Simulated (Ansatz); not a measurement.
Input and output of a zone-centre phonon calculation for ZrB2 (P6/mmm, 3 atoms in the cell) (Ansatz, a program for electronic structure).

Level of theory: PBE (plane waves, PAW; Ansatz).

```yaml
crystal:
  lattice:
    - [3.16752, 0.00000, 0.00000]
    - [-1.58376, 2.74315, 0.00000]
    - [0.00000, 0.00000, 3.55239]
  atoms:
    - { symbol: Zr, position: [0.00000, 0.00000, 0.00000] }
    - { symbol: B, position: [0.33333, 0.66667, 0.50000] }
    - { symbol: B, position: [0.66667, 0.33333, 0.50000] }
```

Reference input (self-consistent single point, DFT, PBE, plane waves, default PAW files): basis.ecutwfc = 420 eV; kpoints.mp_grid.grid = 16 16 12; hamiltonian.xc = pbe; hamiltonian.pseudopotentials = {kind: paw} (the program's default PAW files); scf.occupations.method = fermi_dirac; scf.occupations.width = 0.136 eV. This run's input differs from it in these lines:

```diff
@@ -18,6 +18,4 @@
   occupations: { method: fermi_dirac, width: 0.136 }
-output:
-  forces: true
-  eigenvalues: true
-  stress: true
+phonons:
+  method: dfpt
```

The program printed (abridged):

```
SCF iter   1: F=—  HF=-4498.729720 eV  |F-HF|=—  |Δ(HF+E_count)|=         —  Δρ=1.51e-3  dr2=6.38e-4  ethr=1.77e-3  ⟨swp⟩=5.0  Hψ=73727  notcnv=0  defer=53
all-band conjugate gradients solve this SCF's bands
automatic band count: the SCF goes on with 17 bands, as 13 were too few: they end inside the smearing window of the response
preconditioner: auto → none
   [... lines left out ...]
SCF iter   5: F=—  HF=-4498.729513 eV  |F-HF|=—  |Δ(HF+E_count)|=   3.47e-7  Δρ=2.07e-5  dr2=8.37e-8  ethr=8.96e-9  ⟨swp⟩=2.9  Hψ=12900  notcnv=0  defer=53
SCF iter   6: F=—  HF=-4498.729513 eV  |F-HF|=—  |Δ(HF+E_count)|=   2.98e-8  Δρ=6.46e-6  dr2=9.02e-9  ethr=4.65e-10  ⟨swp⟩=2.0  Hψ=12635  notcnv=0  defer=53
SCF iter   7: F=—  HF=-4498.729513 eV  |F-HF|=—  |Δ(HF+E_count)|=   3.63e-9  Δρ=3.89e-7  dr2=1.36e-11  ethr=5.01e-11  ⟨swp⟩=2.0  Hψ=12303  notcnv=0  defer=53
SCF iter   8: F=-4498.729513 eV  HF=-4498.729513 eV  |F-HF|=1.82e-12  |Δ(HF+E_count)|=  5.46e-12  Δρ=7.97e-8  dr2=1.39e-12  ethr=1.00e-12  ⟨swp⟩=7.6  Hψ=35543  notcnv=0
SCF 1 converged in 8 iterations: F = -4498.729513 eV  dr2 = 1.39e-12
DFPT response loops at Γ: preconditioner auto → Kerker (q_TF=auto, 2.494 Å⁻¹) (partly filled bands, converged f_vac=0.000) …
Free energy (F): -4498.729513 eV
Internal energy: -4498.712478 eV  (E = F + TS)
E sigma→0 (E₀):  -4498.720996 eV
Entropy (-TS):   -0.017035 eV (-5.678 meV/atom)
Fermi energy:    15.721289 eV
--- Phonons (Γ-DFPT): 4 representative perturbations + reference, on 511 of 3072 k-points (Σ response iterations 12) ---
  k mesh reduced under 4 symmetry operations, with k and −k counted as one. Each operation leaves every solved displacement unchanged or reverses it
  ASR residual: 2.012e-4 → 0.000e0 eV/Å²; symmetrization residual: 9.266e-7 eV/Å²
  ASR residual per site (eV/Å²): 2.01e-4 1.56e-5 1.56e-5
  Γ frequencies (cm⁻¹): 0.00 0.00 0.00 447.19 447.19 463.52 551.55 769.61 769.61
  non-analytic LO–TO correction: not included (Born effective charges unavailable; polar crystals: no LO–TO splitting at Γ)
```

The run converged in 8 iterations. 

Summary of the result:
| Quantity | Value |
|---|---|
| Free energy E − TS (on the zero of these files) | -4498.7295 eV |
| Fermi level (on the code's own zero) | 15.72 eV |
| Zone-centre frequencies (cm⁻¹; negative means imaginary) | 0, 0, 0, 447, 447, 464, 552, 770, 770 |

The starting cell comes from a database of computed structures (which also holds hypothetical and non-ambient phases and stackings), without a prior relaxation at this level.

Cost on one core of a shared machine: roughly 60 s.

Keys are those of Ansatz 0.2.
